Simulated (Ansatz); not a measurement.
Ansatz (a quantum-chemistry and plane-wave program), DFT, PBE, plane waves, its default PAW files: Al(100) slab of 6 layers, 2x2, C adatom, atoms displaced (Al24C), unrelaxed, 25 atoms. Basis and mesh were picked for this test and aren't claimed converged.

- cell = 5.73, 5.73, 31.73 Å; 90, 90, 90°
- distance to the nearest atom = 2.04 to 2.83 Å
- task = single point
- k mesh = 4×4×1
- hamiltonian.xc = pbe
- kind of files = paw
- scf.occupations.method = fermi_dirac
- scf.occupations.width = 0.2 eV
- scf.initial_density.chi_scale = 0.1
- output.forces = true
- binding of workers (--pin) = off
- k-point pools (--kpoint-pools) = 1
- memory maximum (--max-ram) = 8GiB
- accuracy = medium (default)
- basis.precision = auto (default)
- basis.xc_grid = 2 (default)
- scf.eigensolver.kind = auto (default)
- scf.convergence.dr2_threshold = 1e-07 (default)
- scf.lower_state_search = light (default)
- k-points after symmetry = 10
- bands at the start = 69
- electrons = 76
- plane waves at Γ = 20447
- cutoff (eV) = 420
- FFT grid = 40×40×216
- symmetry operations = 1

One run each.

All on 4 threads. Base settings, kept where nothing else is said: scf.mixing.algorithm = auto (default), scf.mixing.preconditioner = auto (default) (scf.mixing.beta, scf.mixing.ndim, scf.mixing.q_tf not set). The settings tried:
- scf.mixing.algorithm = broyden, scf.mixing.beta = 0.7
- scf.mixing.preconditioner = local_kerker
- scf.mixing.algorithm = anderson, scf.mixing.ndim = 4
- scf.mixing.algorithm = anderson
- scf.mixing.algorithm = broyden, scf.mixing.preconditioner = kerker
- scf.mixing.algorithm = anderson, scf.mixing.ndim = 16
- scf.mixing.algorithm = broyden, scf.mixing.preconditioner = none
- scf.mixing.algorithm = broyden, scf.mixing.preconditioner = kerker, scf.mixing.q_tf = 0.5 1/Å
- scf.mixing.preconditioner = kerker
- scf.mixing.preconditioner = none
- scf.mixing.algorithm = broyden, scf.mixing.preconditioner = kerker, scf.mixing.q_tf = 1.5 1/Å
- scf.mixing.algorithm = anderson, scf.mixing.ndim = 1
- scf.mixing.preconditioner = ldos
- scf.mixing.ndim = 4
- scf.mixing.algorithm = broyden, scf.mixing.beta = 0.1
- scf.mixing.algorithm = broyden, scf.mixing.beta = 1
- scf.mixing.algorithm = broyden
- scf.mixing.ndim = 16
- scf.mixing.preconditioner = kerker_dos
- scf.mixing.algorithm = broyden, scf.mixing.beta = 0.3
- the base settings
- scf.mixing.algorithm = msr1

### Question
Predict which of these converge in the fewest SCF iterations (all cycles of the run, searches included).

### Answer
Fewest SCF iterations (all cycles of the run, searches included), with those close behind: scf.mixing.algorithm = broyden (10); scf.mixing.algorithm = anderson (10); scf.mixing.algorithm = broyden, scf.mixing.beta = 1 (10); scf.mixing.algorithm = anderson, scf.mixing.ndim = 16 (10); scf.mixing.algorithm = broyden, scf.mixing.beta = 0.7 (11); scf.mixing.algorithm = anderson, scf.mixing.ndim = 4 (11); scf.mixing.algorithm = broyden, scf.mixing.beta = 0.3 (13). Most among those that reach the base run's result: scf.mixing.algorithm = broyden, scf.mixing.preconditioner = kerker, scf.mixing.q_tf = 1.5 1/Å (51); scf.mixing.algorithm = anderson, scf.mixing.ndim = 1 (50); scf.mixing.algorithm = broyden, scf.mixing.preconditioner = kerker (46). All converged.

```
setting                                                                                        SCF iterations (all cycles of the run, searches included)  applications of H to a band        end
---------------------------------------------------------------------------------------------  ---------------------------------------------------------  ---------------------------  ---------
scf.mixing.algorithm = broyden                                                                                                                        10                        36028  converged
scf.mixing.algorithm = anderson                                                                                                                       10                        36156  converged
scf.mixing.algorithm = broyden, scf.mixing.beta = 1                                                                                                   10                        36028  converged
scf.mixing.algorithm = anderson, scf.mixing.ndim = 16                                                                                                 10                        36168  converged
scf.mixing.algorithm = broyden, scf.mixing.beta = 0.7                                                                                                 11                        28367  converged
scf.mixing.algorithm = anderson, scf.mixing.ndim = 4                                                                                                  11                        36879  converged
scf.mixing.algorithm = broyden, scf.mixing.beta = 0.3                                                                                                 13                        20939  converged
scf.mixing.ndim = 4                                                                                                                                   15                        51858  converged
the base settings                                                                                                                                     17                        52157  converged
scf.mixing.algorithm = msr1                                                                                                                           17                        52157  converged
scf.mixing.preconditioner = local_kerker                                                                                                              17                        40911  converged
scf.mixing.preconditioner = ldos                                                                                                                      17                        52157  converged
scf.mixing.algorithm = broyden, scf.mixing.preconditioner = none                                                                                      20                        75783  converged
scf.mixing.ndim = 16                                                                                                                                  20                        53468  converged
scf.mixing.preconditioner = none                                                                                                                      22                        74590  converged
scf.mixing.algorithm = broyden, scf.mixing.preconditioner = kerker, scf.mixing.q_tf = 0.5 1/Å                                                         24                        49127  converged
scf.mixing.algorithm = broyden, scf.mixing.beta = 0.1                                                                                                 31                        52083  converged
scf.mixing.preconditioner = kerker                                                                                                                    40                        44173  converged
scf.mixing.preconditioner = kerker_dos                                                                                                                43                        44097  converged
scf.mixing.algorithm = broyden, scf.mixing.preconditioner = kerker                                                                                    46                        50657  converged
scf.mixing.algorithm = anderson, scf.mixing.ndim = 1                                                                                                  50                       101633  converged
scf.mixing.algorithm = broyden, scf.mixing.preconditioner = kerker, scf.mixing.q_tf = 1.5 1/Å                                                         51                        54915  converged
```

1 planned setting was not run, for want of time.

Keys are those of Ansatz 0.2.
